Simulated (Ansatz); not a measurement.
Consider NbAs (space group I4_1md, No. 109; a = 3.474 Å, c = 11.749 Å; relaxed with 0.1 eV smearing).

The values are results of PBE (Ansatz, a first-principles code; PAW; 420 eV plane waves; without spin-orbit coupling), not measurements.

Before the change:

```
Quantity    Value
--------  -------
Pressure  0.0 GPa
```

It is then changed as follows: the cell is scaled by 0.9416 in all directions, atoms relaxed at fixed cell.

Problem. How does this affect the energy relative to the base?

Solution. The energy rises by 0.340 eV/atom.

Problem. Estimate the effect on the pressure.

Solution. The pressure (mean of the normal stresses, compression positive) goes from zero to 43.8 GPa.

The cells carry an imposed strain or load. Stability against distortions was not tested. All final runs are without spin polarisation.
